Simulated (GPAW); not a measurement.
A self-consistent single point of Ta (Im-3m, 1 atom in the cell) with GPAW.

Computed with PBE, GPAW PAW datasets PBE (gpaw-data 1.0.1) (plane waves; GPAW).

The change in words: lattice scaled by 0.98. Reference geometry:
```yaml
crystal:
  lattice:
    - [-1.67793, 1.67793, 1.67793]
    - [1.67793, -1.67793, 1.67793]
    - [1.67793, 1.67793, -1.67793]
  atoms:
    - { symbol: Ta, position: [0.00000, 0.00000, 0.00000] }
```

Reference input (self-consistent single point, DFT PBE, plane waves, GPAW PAW datasets PBE (gpaw-data 1.0.1)): mode = pw; ecut = 600 eV; xc = PBE; kpts = 18 18 18; mesh shift (steps) = 0 0 0; occupations.name = fermi-dirac; occupations.width = 0.136 eV; nbands = -5; convergence.density = 1e-05 e/electron; symmetry.symmorphic = false; symmetry.tolerance = 0.0005; maxiter = 120. This run's input differs from it in these lines:

```diff
@@ -5,5 +5,5 @@
 atoms = Atoms(['Ta'],
-              cell=[[-1.677934, 1.677934, 1.677934],
-                    [1.677934, -1.677934, 1.677934],
-                    [1.677934, 1.677934, -1.677934]],
+              cell=[[-1.644375, 1.644375, 1.644375],
+                    [1.644375, -1.644375, 1.644375],
+                    [1.644375, 1.644375, -1.644375]],
               scaled_positions=[[0.000000, 0.000000, 0.000000]],
```

Output (repeated stretches shortened):

```
     iter     time        total  log10-change:
                         energy   eigst   dens
iter:   1 --:--:--    -9.988407
iter:   2 --:--:--    -9.976745   -1.49  -1.36
iter:   3 --:--:--    -9.973379   -0.88  -1.38
iter:   4 --:--:--    -9.896278   -2.81  -1.73
iter:   5 --:--:--    -9.872205   -2.73  -1.98
iter:   6 --:--:--    -9.860650   -2.31  -2.17
iter:   7 --:--:--    -9.860778   -3.69  -3.45
iter:   8 --:--:--    -9.860636c  -5.04  -3.27
iter:   9 --:--:--    -9.860639c  -7.12  -3.93
iter:  10 --:--:--    -9.860638c  -7.55c -3.96
iter:  11 --:--:--    -9.860634c  -6.68  -4.08
iter:  12 --:--:--    -9.860634c  -7.58c -4.93
iter:  13 --:--:--    -9.860634c  -8.47c -5.55c
Converged after 13 iterations.

Dipole moment: (0.000000, -0.000000, 0.000000) |e|*Ang

Energy contributions relative to reference atoms: (reference = -424172.441401)

Kinetic:        +10.284590
Potential:      -10.390107
External:        +0.000000
XC:              -9.463314
Entropy (-ST):   -0.077475
Local:           -0.253066
SIC:             +0.000000
--------------------------
Free energy:     -9.899372
Extrapolated:    -9.860634

Showing only first 2 kpts
 Kpt  Band  Eigenvalues  Occupancy
  0     4      4.08299    2.00000
  0     5     12.73689    0.01027
  0     6     12.73689    0.01027
  0     7     12.73689    0.01027

  1     4      4.22268    2.00000
  1     5     12.64456    0.02016
  1     6     12.71049    0.01246
  1     7     12.87333    0.00378

Fermi level: 12.02070

No gap
No difference between direct/indirect transitions
Energy (eV): -9.860634

Forces in eV/Ang:
  0 Ta    0.00000    0.00000   -0.00000

Stress tensor:
    -0.039295    -0.000000     0.000000
    -0.000000    -0.039295    -0.000000
     0.000000    -0.000000    -0.039295
Stress (GPa, Voigt): [-6.2958 -6.2958 -6.2958 -0.      0.     -0.    ]
```

The run converged in 13 iterations. GPAW prints stress with tension positive. Against the reference run the free energy goes up by 1.1 meV/atom and the pressure goes from -5.44 to 6.30 GPa.

The starting cell comes from a database of computed structures (which also holds hypothetical and non-ambient phases and stackings), without a prior relaxation at this level. Its lattice was rescaled by a random factor within 2.5 % of one. For this run, on top of that: lattice scaled by 0.98. Spin polarisation is off. With a pressure of about 6 GPa the cell is away from its equilibrium volume at this level.

Cost on one core of a shared machine: roughly 50 s.
